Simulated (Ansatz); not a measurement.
**Si vacancy + O interstitial + O interstitial in silicon**

These are PBE, PAW (plane waves to 420 eV; Ansatz, a quantum-chemistry and plane-wave program) values and carry that method's errors. The supercell holds 64 host sites (2×2×2 repeats of the unit cell), with a 2×2×2 shifted k-point sampling for the final energies. Sites at the start: the Si site; bridging two of the vacancy's neighbours; bridging two of the vacancy's neighbours. Charged cells carry a point-charge image correction with potential alignment at far atoms. Dielectric constants: PBE linear response of the host. Host gap at this level: 0.61 eV. Finite-size and sampling errors can reach tenths of an eV here. The semilocal functional narrows the gap, so deep levels can fall outside it. Spin–orbit coupling is left out. Each state is the lowest found from its start.

Formation energies E_f are given with the Fermi level at the valence-band maximum. Chemical conditions: impurity bounded by its compound with the host (Δμ(Si) = 0.00 eV, Δμ(O) = -4.17 eV, bounded by alpha cristobalite; only phases computed here count, gases as isolated molecules at 0 K). Reference phases: O: O2 molecule in a box, Si: silicon.

```tsv
charge	moment (μB)	point group	largest move off a lattice site (Å)	image correction with alignment (eV)	E_f, impurity bounded by its compound with the host (eV)
+1†	quenched	–	0.36	0.04	–
0	not spin-polarised	D2d	0.36	0.00	3.98
```

† Not settled in this cell, so no level is given: charge +1: a level filled in part, carriers not clearly localised, level within 0.1 eV of a band edge or past it.

Point groups are those of the whole cell at tolerances of 0.03 and 0.1 Å ("near" where only the looser one holds); none is given for unsettled states.

Starting moments that weren't kept: charge +1 began with 1 μB and ended with 0.0.
